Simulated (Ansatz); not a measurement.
Take Tl in the hcp (Mg type) structure (space group P6_3/mmc, No. 194; a = 3.520 Å, c = 5.602 Å) as the base. Axes: x lies along a and z along c of the hexagonal cell.

Method: Ansatz (a first-principles code) r2SCAN, no spin-orbit coupling.

Before the change:

```
Property                        Result
-----------------------------  -------
Shortest interatomic distance  3.461 Å
```

The change: a free-standing slab of 4 layers (4 atoms, 1 a layer) is cut normal to the z axis, with 15 Å of vacuum and the in-plane cell held at bulk.

Task: Predict the new excess energy per area of both faces and shortest interatomic distance.

Result: The excess energy per area of both faces (slab less bulk energy over the cell's area: twice a surface energy) is 0.63 J/m² (uncertain by up to 0.06 J/m²); the shortest interatomic distance shrinks by 0.138 Å (3.461 Å → 3.323 Å).

Slab and bulk use different k-meshes, which limits the precision of the excess energy. Stability against distortions was not tested.
